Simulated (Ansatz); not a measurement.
Abridged Ansatz (a program for electronic structure) output:

```
Pseudopotential: Nb, paw, valence charge 13
Pseudopotential: Be, paw, valence charge 2
Pseudopotential: S, paw, valence charge 6
Crystal: 8 atoms, lattice volume = 114.970 Å³
Basis set: ecut = 420 eV, 2271 PW (Γ), exchange–correlation on 48×48×160 points (8 copies of the dense FFT grid, shifted against one another)
Bands: 42, of which v1, the nominal top of the filled ones, is band 34 counted from 1 (33 counted from 0)
Symmetry: 24 space group operations
k-points: 90 of 1024
Functional: x = pbesol(κ = 0.804, μ = 0.12345679012345678), c = pbesol(β = 0.046)
SCF iter   1: F=—  HF=-19936.703980 eV  |F-HF|=—  |Δ(HF+E_count)|=         —  Δρ=6.35e-3  dr2=4.90e-2  ethr=1.77e-3  ⟨swp⟩=6.0  Hψ=15677  notcnv=0
SCF iter   2: F=—  HF=-19936.695879 eV  |F-HF|=—  |Δ(HF+E_count)|=   8.10e-3  Δρ=3.56e-3  dr2=1.61e-2  ethr=7.21e-5  ⟨swp⟩=1.4  Hψ=4549  notcnv=0  defer=2
SCF 1 converged in 8 iterations: F = -19936.692910 eV  dr2 = 9.78e-11
SCF converged after 8 iterations
Free energy (F): -19936.692910 eV
Internal energy: -19936.673038 eV  (E = F + TS)
E sigma→0 (E₀):  -19936.682974 eV
Entropy (-TS):   -0.019871 eV (-2.484 meV/atom)
Fermi energy:    15.176813 eV
--- Forces (eV/Å), atoms counted from 1 ---
  atom   1  Nb     0.00000000     0.00000000     0.00243771
  atom   2  Nb    -0.00000000    -0.00000000    -0.00243771
  atom   3  Nb     0.00000000    -0.00000000     0.00243771
  atom   4  Nb    -0.00000000     0.00000000    -0.00243771
  atom   5  Be    -0.00000000     0.00000000     0.00000000
  atom   6  Be    -0.00000000    -0.00000000     0.00000000
  atom   7  S     -0.00000000     0.00000000     0.00000000
  atom   8  S      0.00000000    -0.00000000    -0.00000000
--- Stress (GPa, compression-positive) ---
       -0.003344       0.000000      -0.000000
        0.000000      -0.003344       0.000000
       -0.000000       0.000000      -0.000621
  P = ⅓ Tr σ = -0.0024 GPa (-0.024 kbar)
```

**Question.** What was computed, and what are the main results?

**Answer.** BeNb2S, 8 atoms in the cell, with PBEsol, PAW, 420 eV (Ansatz; no SOC). The last SCF converged to F = -19936.692910 eV, or -2492.0866 eV per atom, at a pressure of 0.00 GPa. The total energy compares only with runs of the same code, potentials and settings.

Stability against distortions was not tested. All final runs are without spin polarisation. The cell was made from Nb2CS by this change: C → Be; the result is a hypothetical phase, not in the database extracts checked.
